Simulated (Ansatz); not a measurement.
The starting structures come from a database of crystals and need not be the phases stable at ambient conditions.

The decay constant κ of evanescent states in the gap governs leakage through a thin film.

Given:

```
ZrO2
1.0
    5.10111     0.00000     0.00000
    0.00000     5.28340     0.00000
    0.00000     0.00000     5.07467
Zr O
4 8
Cartesian
  1.28007   5.12347   3.72247
  3.83063   0.15993   1.35220
  3.83063   2.80163   3.72247
  1.28007   2.48177   1.35220
  2.54627   4.06885   2.35109
  5.09683   1.21455   2.72358
  5.09683   3.85625   2.35109
  2.54627   1.42715   2.72358
  2.00928   3.35480   4.73284
  4.55983   1.92860   0.34183
  4.55983   4.57030   4.73284
  2.00928   0.71310   0.34183
```

The cell is taken as given.

Transport runs along the normal of the first two printed cell vectors.

The gap is the functional's own. No spin-orbit coupling. Mid-gap values are those at the computed energy nearest the middle.

Q: Compute, with Ansatz (a program for electronic structure) with r2SCAN, the band gap and the smallest decay constant κ at mid-gap.

A: Gap 4.40 eV on a 6×6×6 mesh; κ = 0.387 1/Å, at the zone centre.
